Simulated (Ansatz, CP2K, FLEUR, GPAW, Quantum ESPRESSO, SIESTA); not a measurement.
Hf₂Ni (I4/mcm, 6 atoms in the cell) computed with different codes at matched settings

Self-consistent single point.

```
Hf2Ni
1.0
   -3.17787     3.17787     2.61804
    3.17787    -3.17787     2.61804
    3.17787     3.17787    -2.61804
Hf Ni
4 2
Cartesian
  1.05257   2.12530   2.61804
  2.12530   1.05257   0.00000
  1.05257   4.23044   0.00000
  2.12530  -1.05257   2.61804
  0.00000   0.00000   3.92706
  0.00000   0.00000   1.30902
```

All programs got the same cell, k-point mesh and kind of occupations (in Ansatz's words: kpoints.mp_grid.grid = 6 6 6; scf.occupations.method = fermi_dirac; scf.occupations.width = 0.0073 Ry); potentials, basis and cutoffs are each program's usual ones.

```
code                                                                                                                                      model  pressure (GPa)  largest force (eV/Å)  k-points           cutoff
----------------  -----------------------------------------------------------------------------------------------------------------------------  --------------  --------------------  --------  ---------------
Quantum ESPRESSO                                                                             PBEsol, PSlibrary ultrasoft (PBE) pseudopotentials           -3.89                 0.055        30            55 Ry
Ansatz                                                                                                          PBEsol, PAW files made with PBE           -2.39                 0.097        30          default
GPAW                                                                                      PBEsol, GPAW PAW datasets PBEsol (made by gpaw-setup)           -1.65                 0.104        30           850 eV
SIESTA            GGA PBEsol, numerical atomic orbitals DZP, PseudoDojo PBEsol standard norm-conserving potentials (rewritten from UPF to PSML)           -3.57                 0.145       132      grid 300 Ry
FLEUR                                                                           PBEsol, all-electron FLAPW (FLEUR), scalar-relativistic valence               –                 0.112        30  Kmax 4.4 1/bohr
CP2K                                                                 PBEsol, GPW, DZVP-MOLOPT-SR-GTH basis, GTH-PBE potentials (GTH_POTENTIALS)           -1.95                 0.032       112      grid 600 Ry
```

A dash marks a value that a program does not give, or that is left out as unsure.

The spread over the programs that give each value: pressure within 2.24 GPa; largest force within 0.113 eV/Å.

The starting cell comes from a database of computed structures (which also holds hypothetical and non-ambient phases and stackings), without a prior relaxation at this level. On Ansatz's run: Spin-orbit coupling is off. Spin polarisation is off.

**Question.** Why do the programs differ, and what cannot be compared?

**Answer.** Differences of this kind can come from the potentials, where these differ, and from what each basis and cutoff leave unconverged. The valence holds different numbers of electrons (Quantum ESPRESSO 68, Ansatz (a first-principles code) 140, GPAW 80, SIESTA 84, FLEUR 136, CP2K 84). The zero of total energies and Fermi levels follows the potentials and each program's conventions, so they are not compared here. SIESTA and CP2K use small atom-centred bases, whose incompleteness enters pressures, forces and empty levels differently from a plane-wave cutoff. FLEUR treats all electrons, but the usual bases taken here (sphere radii, linearisation, local orbitals, empty states) were not tested for convergence, so the values are no reference for the others. Ansatz's pressure is given at a fixed set of plane waves, as the other plane-wave codes print theirs; with its correction for the finite basis it is -2.33 GPa. Ansatz's smearing width was typed in Ry to four decimals, so it matches the others to a few per cent. The programs reduce the same mesh by symmetry to different extents, which changes the work and not the result. In the pressure, Quantum ESPRESSO (by 1.50) and SIESTA (by 1.18) lie more than 1 GPa from the median of the plane-wave programs.

Left out of this page: ABINIT (stopped by limits of time or memory).

Keys are those of Ansatz 0.2.
